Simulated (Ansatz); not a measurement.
For LaGaHO₂ (model structure, started from the SrVO2H type, P4/mmm, No. 123, 5 atoms in the cell), LDA (Ansatz, a program for electronic structure, PAW) gives:

equilibrium lattice constant a: 4.034 Å
lattice parameter c: 3.484 Å
bulk modulus: 141 GPa

Question: What does PBE (plane waves, PAW; Ansatz) give for the same quantities?

Answer: 
- lattice constant a: 4.154 Å (goes up by 3.0 %)
- lattice parameter c: 3.546 Å (increases by 1.8 %)
- bulk modulus: 114 GPa (falls by 19 %)

Changes are worked out from the printed values.

Unless a cell is named, each level is at its own relaxed cell (LDA 11.34, PBE 12.24 Å³/atom).

Caveats: the bulk modulus is −V dP/dV from two relaxed cells at ±2 % in volume (LDA, PBE). Ansatz's density-functional and Hartree–Fock values are scalar-relativistic unless marked +SOC, with PAW data made under PBE.

A model structure was made by putting elements into a prototype or built by hand; it is no filed structure, need not be a known phase, and can be a saddle point held by its symmetry.
